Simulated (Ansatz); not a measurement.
Take CuI in the zinc blende structure (space group F-43m, No. 216) as the base.

```yaml
crystal:
  lattice:
    - [0.00000, 2.93094, 2.93094]
    - [2.93094, 0.00000, 2.93094]
    - [2.93094, 2.93094, 0.00000]
  atoms:
    - { symbol: Cu, position: [0.00000, 0.00000, 0.00000] }
    - { symbol: I, position: [0.25000, 0.25000, 0.25000] }
```

Calculations: LDA/PAW in Ansatz (a program for electronic structure), no spin-orbit coupling.

Strains are applied to the cell and any free atomic positions relax.

One change was made to it. Results:

| quantity | base | after |
|---|---|---|
| valley order (the lowest conduction-band minima on the path, energy above the VBM, named in the base's zone) | Γ 1.22 eV; L along ⟨111⟩ 2.12 eV; X along ⟨100⟩ 2.41 eV | Γ 1.52 eV; L along ⟨111⟩ 2.19 eV; X along ⟨100⟩ 2.20 eV |
| hole mass (degenerate bands, along [100]) | 0.18, 0.57, 0.57 mₑ (at Γ) | 0.19, 0.49, 0.49 mₑ (at Γ) |
| energy relative to the base (free energy F) | 0 meV/atom | +41 meV/atom |
| pressure | 0.00 GPa | 6.55 GPa |

Q: Which change produced these results?
A) isotropic strain −3.00 %
B) isotropic strain −0.50 %
C) isotropic strain +1.00 %

A: A, isotropic strain −3.00 %. For comparison, the valley order in the other runs: isotropic strain +1.00 % gives Γ 1.13 eV; L along ⟨111⟩ 2.09 eV; X along ⟨100⟩ 2.47 eV; isotropic strain −0.50 % gives Γ 1.27 eV; L along ⟨111⟩ 2.13 eV; X along ⟨100⟩ 2.37 eV.

Spin-orbit coupling, missing from the scalar runs, can matter with I. The levels and masses belong to the bands next to the band gap. Masses are band curvatures over ±0.01 Å⁻¹ around the edge. Whether these cells are dynamically stable was not tested. The final runs are not spin-polarised.
